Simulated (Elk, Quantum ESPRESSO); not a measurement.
# Equation of state of hcp Zr (space group 194): energy against volume (Elk, LDA)

```yaml
crystal:
  lattice:
    - [3.10438, 0.00000, 0.00000]
    - [-1.55219, 2.68847, 0.00000]
    - [0.00000, 0.00000, 4.94970]
  atoms:
    - { symbol: Zr, position: [0.66667, 0.33333, 0.75000] }
    - { symbol: Zr, position: [0.33333, 0.66667, 0.25000] }
```

Method: LDA (PW92), all-electron FP-LAPW, Elk's shipped species files, LAPW+lo basis (Elk). Settings: rgkmax = 8.55; swidth = 0.00183747 Ha; ngridk = 21 21 12; gmaxvr = 16 1/bohr; nxoapwlo = 1; maxscl = 100; sphere radii = {Zr: 2.6} bohr. The cell above is the first row's. The rows scale it uniformly. In all rows fractional positions and the k mesh are held. E is the free energy at the stated smearing, counted from the lowest row.

| V (Å^3/atom) | E (meV/atom) |
|---|---|
| 20.655 | ? |
| 21.104 | 5.84 |
| 21.553 | 0.00 |
| 22.002 | 0.24 |
| 22.451 | 6.40 |
| 22.900 | 17.78 |
| 23.349 | 34.17 |
| 23.798 | 54.76 |
| 24.247 | 79.60 |

Problem. Fit E against V with the third-order Birch-Murnaghan form, a cubic in V^(-2/3), and predict the withheld value at V = 20.655.

Solution. With u = V^(-2/3) - 0.125, the rows have u = 0.005945, 0.004120, 0.002358, 0.000654, -0.000994, -0.002589, -0.004133, -0.005630. Least squares gives E = 10.286 - 6583.3·u + 1000323·u² - 3033966·u³. Residuals (row less fit): -0.025, 0.069, -0.045, -0.008, -0.041, 0.082, -0.036, 0.001; standard error 0.066 (degrees of freedom: 4). Its minimum lies at u = 0.003341, so V0 = (0.128341)^(-3/2) = 21.75. There d²E/du² = 1940000 and d³E/du³ = -1.820e7, so B0 = (4/9) × 21.75^(-7/3) × 1940000 × 0.160218 = 105 GPa (the last factor turns the table's units into GPa), and B0' = 4 + (2/3) × 0.128341 × (-1.820e7)/1940000 = 3.2. At the withheld row, u = 0.007836, so E = 10.286 - 6583.3 × 0.007836 + 1000323 × 0.007836² - 3033966 × 0.007836³ = 18.662 meV/atom. The calculation gives 18.53 meV/atom, 0.132 meV/atom below the prediction (0.2 % of the range of E in the table). The row lies outside the fitted rows, so this is an extrapolation. From the scatter of the fitted rows alone, a prediction at this place has a standard error of 0.194 meV/atom, so the miss is 0.7 times that.

Carrying the step between the two nearest rows on in a straight line would have given 11.68, off by 6.85; series whose last step already gives the withheld value aren't shown. The scan was laid around a cell of about the measured size, scaled by a guess for this functional; axis ratios and inner coordinates come from that cell. The runs keep the symmetry of the cell, so they don't test it for distortions. A plane-wave scan with the same functional (Quantum ESPRESSO, GBRV) gives V0 = 21.83 Å^3/atom and B0 = 105 GPa; a Birch-Murnaghan fit to all rows here lies -0.4 % from it in V0 and 0 % in B0; the two differ in basis, and may differ in potentials and mesh. Values depend on the basis (sphere radii, cutoffs, local orbitals), which need not be converged. The shape of the cell and the inner coordinates aren't relaxed, so V0 and B0 belong to this uniform scaling; a relaxed crystal lies no higher in energy and is usually softer. Sphere radii are the same in all rows. Cutoffs and mesh are single choices, not tested for convergence of this quantity. Series with a scatter that would blur these digits, or in which a gap closes, are not shown. Nor are scans whose minimum lies at an end fitted in this form.
